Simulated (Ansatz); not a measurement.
Start from GaP in the zinc blende structure (space group F-43m, No. 216; a = 5.5060 Å).

Calculations: PBE (Ansatz, a program for electronic structure, PAW, scalar-relativistic without spin-orbit coupling).

For the base:

| Quantity | Value |
|---|---|
| Band gap | 1.58 eV |
| Gap character | direct at Γ |
| Lattice parameter a | 5.506 Å |

The change: cell and atoms relaxed at a pressure of 4.5 GPa.

What happens to the band gap?

The band gap falls by 0.024 eV, from 1.58 eV to 1.55 eV.

Predict the new gap character.

The gap character becomes indirect, Γ → Γ–X (87 % along) (base: direct at Γ).

Predict the new lattice parameter a.

The lattice parameter a decreases by 0.095 Å to 5.411 Å.

Load acts through the strain it causes; cell and atoms are relaxed under it. Stability against distortions was not tested. Tetrahedral semiconductors of this kind turn to denser phases somewhere between about 1 and 50 GPa; those were not computed, so compressed cells here can lie past the real transition. The real GaP has an indirect gap at ambient pressure; PBE orders its close-lying valleys differently.
